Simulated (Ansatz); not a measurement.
**Cu, response to strain**

Base system: Cu in the fcc (Cu type) structure (space group Fm-3m, No. 225; a = 3.518 Å; relaxed with 0.1 eV smearing). Axes: x, y, z lie along the cube axes.

Strains are applied to the cell and any free atomic positions relax; under biaxial strain the out-of-plane vector relaxes too.

All numbers come from LDA (Ansatz, a quantum-chemistry and plane-wave program; PAW; 420 eV plane waves; scalar-relativistic without spin-orbit coupling).

| biaxial strain, plane normal [111], relaxed out of plane (%) | out-of-plane strain (%) |
|---|---|
| 0 | 0.00 |
| 0.42 | -0.32 |
| 0.83 | ? |
| 1.25 | -0.94 |
| 1.67 | -1.26 |
| 2.08 | -1.58 |
| 2.5 | -1.90 |

### Question
Fit ε⊥ = −νε + γε² (strains in %) to the rows shown and predict the withheld row.

### Answer
Least squares on the printed values gives ν = 0.75 (the biaxial Poisson response) and γ = -0.005 (largest residual 0.01 %); this predicts -0.62 %, and the run gives -0.62 %, in agreement.

Whether these cells are dynamically stable was not tested. The final runs are not spin-polarised.
